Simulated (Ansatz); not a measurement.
Consider interstitial H in 3C silicon carbide, charge state +1. The step: H moves alone to another site; the atom moves 1.90 Å along (0.00, -0.31, -0.31) of the unit cell; the moving atom starts with neighbours C at 1.12; 2 Si at 1.97, Si at 2.00 Å and ends with C at 1.12; 2 Si at 1.97, Si at 2.00 Å. A PBE band in Ansatz (plane-wave PAW, a 2×2×2 k-point mesh shifted by half a step, 64 host sites, 99 SCF runs with any check of the saddle's order, static, no finite-size correction) gives a forward barrier of 0.13 eV. The saddle point's order was not checked, and it lies on a symmetry element of the cell, where a band can be held. The charge state is imposed; whether it is stable for some Fermi level was not computed. Sites that were not tried may lie lower.

Single points at the band's start and saddle point can refine it. Rough cost of one point, in units of the band's mean SCF on the same machine:

```csv
Level,Cost of one point
"PBE, a 3×3×3 k-point mesh shifted by half a step",about 4
"r2SCAN at 500 eV, a 2×2×2 k-point mesh shifted by half a step",about 2
```

Which of these move the barrier by more than 0.1 eV, and how far does each move it?

Not one does. PBE, a 3×3×3 k-point mesh shifted by half a step: 0.00 eV; r2SCAN at 500 eV, a 2×2×2 k-point mesh shifted by half a step: -0.03 eV. Each functional is compared with PBE at the same k-points.

Ansatz is a first-principles code.
